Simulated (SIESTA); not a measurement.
**What a tighter setting buys: MeshCutoff, HfO2 (P4_2/nmc, 6 atoms in the cell)**

```
HfO2
1.0
    3.55624     0.00000     0.00000
    0.00000     3.55624     0.00000
    0.00000     0.00000     5.16927
Hf O
2 4
Direct
  0.50000   0.50000   0.50000
  0.00000   0.00000   0.00000
  0.00000   0.50000   0.69721
  0.00000   0.50000   0.19721
  0.50000   0.00000   0.80279
  0.50000   0.00000   0.30279
```

Computed with GGA PBE, numerical atomic orbitals DZP, PseudoDojo PBE standard norm-conserving potentials (rewritten from UPF to PSML) (SIESTA).

Base settings: XC.functional = GGA; XC.authors = PBE; potentials = PseudoDojo PBE standard; PAO.BasisSize = DZP; PAO.EnergyShift = 0.01 Ry; MeshCutoff = 300 Ry; kgrid.MonkhorstPack = 5 5 4; OccupationFunction = FD; ElectronicTemperature = 580.23 K; MaxSCFIterations = 150.

Misses are taken against the tightest run, 600 Ry (637 Ry used), which need not be fully converged itself. The energy is the free energy per atom.

Core times come from one kind of shared machine and are given to one figure; runs under 30 s give none.

The starting cell comes from a database of computed structures (which also holds hypothetical and non-ambient phases and stackings), without a prior relaxation at this level. Its lattice was rescaled by a random factor within 2.5 % of one. Values carry the incompleteness of an atom-centred basis. In the base run, with a pressure of about 12 GPa the cell is away from its equilibrium volume at this level.

The runs (MeshCutoff): 120 Ry (126 Ry used) | 150 Ry (165 Ry used) | 180 Ry (197 Ry used) | 210 Ry (224 Ry used) | 240 Ry (259 Ry used) | 270 Ry (283 Ry used) | 300 Ry (302 Ry used) | 345 Ry (350 Ry used) | 390 Ry (424 Ry used) | 450 Ry (504 Ry used) | 525 Ry (536 Ry used) | 600 Ry (637 Ry used).

Q: Which is the coarsest setting among those run that, with all tighter ones, holds the energy within 5 meV/atom of the reference, and what does it save?

A: 150 Ry (165 Ry used), off by 3.9 meV/atom; it ran in under 30 s, against roughly 70 s for the reference.

Q: Which is the coarsest setting among those run that, with all tighter ones, holds the energy within 1 meV/atom of the reference, and what does it save?

A: 300 Ry (302 Ry used), off by 0.69 meV/atom; its saving against the reference is no more than about a factor of 2 in time.

| MeshCutoff | energy less reference (meV/atom) | pressure less reference (GPa) | largest difference in the force on any atom (eV/Å) | core time / reference (rough) |
|---|---|---|---|---|
| 120 Ry (126 Ry used) | 6.58 | -0.38 | 0.051 | – |
| 150 Ry (165 Ry used) | 3.86 | -0.18 | 0.046 | – |
| 180 Ry (197 Ry used) | 2.80 | -0.28 | 0.013 | – |
| 210 Ry (224 Ry used) | 2.25 | -0.22 | 0.010 | – |
| 240 Ry (259 Ry used) | 1.36 | -0.33 | 0.012 | – |
| 270 Ry (283 Ry used) | 1.10 | -0.04 | 0.011 | – |
| 300 Ry (302 Ry used) | 0.69 | -0.04 | 0.014 | 0.6 |
| 345 Ry (350 Ry used) | 0.54 | -0.05 | 0.012 | 0.6 |
| 390 Ry (424 Ry used) | 0.25 | -0.02 | 0.004 | 0.6 |
| 450 Ry (504 Ry used) | 0.15 | -0.04 | 0.004 | 0.7 |
| 525 Ry (536 Ry used) | 0.13 | -0.04 | 0.004 | 0.8 |
| 600 Ry (637 Ry used) | 0.00 | 0.00 | 0.000 | 1 |
